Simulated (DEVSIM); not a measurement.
Device: Ni/SiO2/p-Si capacitor, at 300 K.

| layer (left to right) | material | thickness (nm) | Na (cm⁻³) |
|---|---|---|---|
| 1 | SiO2 | 10.0 | - |
| 2 | Si | 550 | 1.1e18 |

Metal gate on the left, work function 5.1 eV. Fixed charge at the semiconductor interface 0 cm⁻² (in units of +e); no interface traps.

The device is made up for the run: typed textbook-type constants, with dimensions and the other settings drawn at random. Values at 300 K; Nc and Nv go as T^1.5, mobilities as T to minus their exponent, the gap by Varshni's rule with the affinity fixed.

```tsv
parameter	SiO2	Si
gap (eV)	9	1.124
affinity (eV)	0.9	4.05
permittivity	3.9	11.7
Nc (cm⁻³)	-	2.86e19
Nv (cm⁻³)	-	3.1e19
Varshni α (eV/K)	-	0.000473
Varshni β (K)	-	636
```

Model (solved in DEVSIM): 1D Poisson equation in equilibrium, Boltzmann statistics, complete ionisation; no quantum confinement or tunnelling. Metal contacts follow the ideal Schottky-Mott rule: no Fermi-level pinning, no interface dipoles.

The temperature was swept, all else fixed.

| temperature (K) | flat-band voltage (V) | minimum of the low-frequency capacitance (μF/cm²) |
|---|---|---|
| 250 | -0.02 | 0.169 |
| 300 | 0.01 | 0.171 |
| 350 | 0.05 | 0.176 |
| 400 | 0.08 | … |
| 450 | 0.12 | 0.186 |
| 500 | 0.16 | 0.192 |

Fill in the missing entries.


- 400, minimum of the low-frequency capacitance (μF/cm²): 0.180
